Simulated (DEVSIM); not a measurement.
**Ge p-i-n diode**

Device: Ge p-i-n diode, at 300 K.

```csv
layer (left to right),material,thickness (μm),Nd (cm⁻³),Na (cm⁻³),τn (s),τp (s)
1,Ge,0.620,-,3.4e17,0.00083,0.00083
2,Ge,32.0,3.8e11,-,0.00083,0.00083
3,Ge,0.780,2.5e16,-,0.00083,0.00083
```

Left contact: ohmic. Right contact: ohmic. Voltage is applied to the left contact. Recombination: SRH at mid-gap, radiative, Auger. Mobility is constant in doping.

Constants are typed, rounded textbook-type inputs, not results; the design itself was drawn at random and stands for no fabricated device. Values at 300 K.

| parameter | Ge |
|---|---|
| gap (eV) | 0.664 |
| affinity (eV) | 4 |
| permittivity | 16 |
| Nc (cm⁻³) | 1.04e19 |
| Nv (cm⁻³) | 6e18 |
| μn (cm²/Vs) | 3900 |
| μp (cm²/Vs) | 1900 |
| B (cm³/s) | 6.4e-14 |
| Cn (cm⁶/s) | 1e-31 |
| Cp (cm⁶/s) | 1e-31 |

Model (solved in DEVSIM): 1D drift-diffusion, Boltzmann statistics, complete ionisation; no tunnelling, impact ionisation, image-force lowering or self-heating.

| Item | Value |
|---|---|
| Potential step across the device at zero bias | 0.434 V |
| Dark forward voltage at 1 A/cm² | 0.173 V |
| Dark forward voltage at 100 A/cm² | 0.358 V |

Small-signal capacitance in reverse bias (quasi-static):

```
V (V)  C (nF/cm²)
-----  ----------
-0.4        0.690
-1          0.496
-2          0.465
-3          0.457
-4          0.453
-6          0.449
-8          0.447
-10         0.446
-13         0.445
-16         0.444
-20         0.444
```

Dark forward current:

| V (V) | J (A/cm²) |
|---|---|
| 0.05 | 0.012 |
| 0.10 | 0.083 |
| 0.15 | 0.48 |
| 0.20 | 2.3 |
| 0.25 | 9.7 |
| 0.30 | 33 |
| 0.35 | 89 |
| 0.40 | 200 |
| 0.45 | 370 |
| 0.50 | 620 |
| 0.55 | 960 |
| 0.60 | 1400 |
| 0.65 | 1900 |
| 0.70 | 2500 |
